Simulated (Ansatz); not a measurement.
F on the 1x1 (111) surface of fcc Pd, one in a 2x2 cell, energies for each (26.9 Å²). Energies are against ½ F2(g), without zero-point or thermal terms; each row is named by its start.

Computed with PBE (plane waves to 420 eV, PAW; Ansatz, a first-principles code).

Slab: 17 atoms, 6.8 Å thick at the start under the adsorbate (thin: gaps and levels are the slab's own); k 6x6x1, smearing 0.1 eV, dipole-corrected; 8 atoms held, the rest relaxed; each run with such symmetry as its start has; no spin, no spin-orbit, no U, no dispersion correction.

A negative adsorption energy means that the adsorbate is more stable on the surface than in its reference. Heights count from the host atoms within 0.3 Å of the top one.

```
starting site                           E_ads (eV)  height (Å)  nearest host atom (Å)  bonded to  Δ work function (eV)  lateral drift (Å)
--------------------------------------  ----------  ----------  ---------------------  ---------  --------------------  -----------------
top Pd                                           …        1.98                Pd 1.95         Pd                  1.83                0.0
hollow Pd-Pd-Pd over Pd at depth 2.3 Å       -1.95        1.60                Pd 2.27       3 Pd                  1.03                0.0
hollow Pd-Pd-Pd over Pd at depth 4.5 Å       -2.08        1.55                Pd 2.25       3 Pd                  0.90                0.0
bridge Pd-Pd (span 2.8 Å)                    -2.08        1.55                Pd 2.25       3 Pd                  0.90                0.8
```

Task: What belongs in the gaps?

Result: 
- top Pd, E_ads (eV): -1.85
